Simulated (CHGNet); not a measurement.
**Corundum Ga₂O₃ (metastable phase)**

Method: the machine-learned potential CHGNet 0.3.0 (trained on PBE and PBE+U data).

Cell: relaxed at this level.

```yaml
equilibrium_lattice_constant_a: 5.060 Å
c axis length: 13.573 Å
```

Measured, for comparison: lattice constant a 4.982 Å, lattice parameter c 13.433 Å (temperature not stated, no zero-point or thermal correction; as tabulated in Marezio, Remeika, J. Chem. Phys. 46, 1862 (1967) (COD 1538347)). Computed (rounded) less measured: lattice constant a +1.6 %, lattice parameter c +1.0 %.

A machine-learned potential is trained on density-functional data: it inherits that level's misses and adds fitting errors of its own.
